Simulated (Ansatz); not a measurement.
Input and output of a relaxation of cell and atoms for IrO₂ (P4_2/mnm, 6 atoms in the cell) (Ansatz, an electronic-structure program).

Method: PBE (plane waves, PAW; Ansatz).

```yaml
crystal:
  lattice:
    - [4.50000, 0.00000, 0.00000]
    - [0.00000, 4.50000, 0.00000]
    - [0.00000, 0.00000, 3.15000]
  atoms:
    - { symbol: Ir, position: [0.00000, 0.00000, 0.00000] }
    - { symbol: Ir, position: [0.50000, 0.50000, 0.50000] }
    - { symbol: O, position: [0.30800, 0.30800, 0.00000] }
    - { symbol: O, position: [0.80800, 0.19200, 0.50000] }
    - { symbol: O, position: [0.19200, 0.80800, 0.50000] }
    - { symbol: O, position: [0.69200, 0.69200, 0.00000] }
```

Reference input (self-consistent single point, DFT, PBE, plane waves, default PAW files): kpoints.mp_grid.grid = 5 5 8; hamiltonian.xc = pbe; hamiltonian.pseudopotentials = {kind: paw} (the program's default PAW files); scf.occupations.method = fermi_dirac; scf.occupations.width = 0.1 eV. This run's input differs from it in these lines:

```diff
@@ -19,2 +19,4 @@
   occupations: { method: fermi_dirac, width: 0.1 eV }
+relax:
+  cell: {}
 output:
```

Output (repeated stretches shortened):

```
   [... SCF lines of the steps left out ...]
relax step   1: F+E_penalty+E_count = -26135.26836481 eV  Δ(F+E_penalty+E_count) = +0.000e0 eV  max|allowed force component| = 4.363e-3 eV/Å  Δτ_max = 0.0000 Å  P = +6.827 GPa  Ω = 63.788 Å³  (6 SCF iters, dr2 threshold 1.00e-7 eV, accepted)
relax step   2: F+E_penalty+E_count = -26135.29277315 eV  Δ(F+E_penalty+E_count) = -2.441e-2 eV  max|allowed force component| = 5.121e-3 eV/Å  Δτ_max = 0.0037 Å  P = +0.227 GPa  Ω = 65.155 Å³  energy of the carried Pulay correction = -6.446e-3 eV  [...]
   [... lines left out ...]
relax step   7: F+E_penalty+E_count = -26135.30005106 eV  Δ(F+E_penalty+E_count) = +1.846e-4 eV  max|allowed force component| = 6.718e-5 eV/Å  Δτ_max = 0.0000 Å  P = +0.012 GPa  Ω = 65.274 Å³  energy of the carried Pulay correction = -2.133e-4 eV  [...]
relax step   8: F+E_penalty+E_count = -26135.30028533 eV  Δ(F+E_penalty+E_count) = -2.343e-4 eV  max|allowed force component| = 6.922e-5 eV/Å  Δτ_max = 0.0000 Å  P = +0.013 GPa  Ω = 65.274 Å³  stress off target by 1.39e-2 GPa  SCF on the basis [...]
basis re-selected at this cell: Δ(F+E_penalty+E_count) = -2.343e-4 eV, ΔP = +0.002 GPa vs the last step
the relaxation is at rest under the 16 symmetry operations that the run kept from its start: a minimum is not shown …
Stability not checked: this state was not tested for a lower state beside it, because too few of the mixer's solves of this state at the end of the SCF gave a …
Free energy (F): -26135.300285 eV
Internal energy: -26135.196657 eV  (E = F + TS)
   [... lines left out ...]
Fermi energy:    14.051923 eV
  cell:  # Å, volume = 65.2742 Å³
   [... lines left out ...]
    - { symbol: Ir, position: [0.49999999999999994, 0.49999999999999994, 0.49999999999999994] }
    - { symbol: O, position: [0.3084144190497639, 0.3084144190497639, 0.0] }
    - { symbol: O, position: [0.8084144190497639, 0.191585580950236, 0.49999999999999994] }
    - { symbol: O, position: [0.191585580950236, 0.8084144190497639, 0.49999999999999994] }
    - { symbol: O, position: [0.691585580950236, 0.691585580950236, 0.0] }
```

The run converged. 

Summary of the result:
- Free energy E − TS (on the zero of these files) = -26135.3003 eV
- Fermi level (on the code's own zero) = 14.05 eV
- Pressure = 0.01 GPa
- Final cell = a = b = 4.531 Å, c = 3.180 Å, α = β = γ = 90.00°
- Final volume per atom = 10.88 Å³
- Relaxation steps = 8

The starting cell has typed, rounded lattice constants, without a prior relaxation at this level. Spin polarisation is off. The relaxation keeps the symmetry of its start, so its end need not be a minimum. Ansatz's pressure includes its estimate of the finite-basis (Pulay) stress. Without the estimate this run gives -0.75 GPa.

Keys are those of Ansatz 0.2.
